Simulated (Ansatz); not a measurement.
**monolayer As: band-edge transport data**

```
As
1.0
    3.56904     0.00000     0.00000
   -1.78452     3.09088     0.00000
    0.00000     0.00000    17.27314
As
2
Cartesian
  1.78452   1.03029   9.33691
  0.00000   2.06058   7.93623
```

Computed with PBE, rigid bands (plane waves, PAW, scalar-relativistic; Ansatz, a program for electronic structure). Condition of this run: biaxial strain -1 %. Cell: cell and atoms relaxed with PBE, then loaded as said.

```json
{
 "band_gap": "1.52 eV",
 "electron conductivity mass (300 K, dilute)": "0.23 mₑ",
 "effective density of states N_c (300 K)": "1.7e13 cm⁻²",
 "Seebeck coefficient, n-type 1.7e12 cm⁻², 300 K": "-369 μV/K"
}
```

Rigid bands; masses and Seebeck coefficients take one relaxation time τ for all states and one kind of carrier; polarons and phonon drag are left out. Spin-orbit coupling is left out.
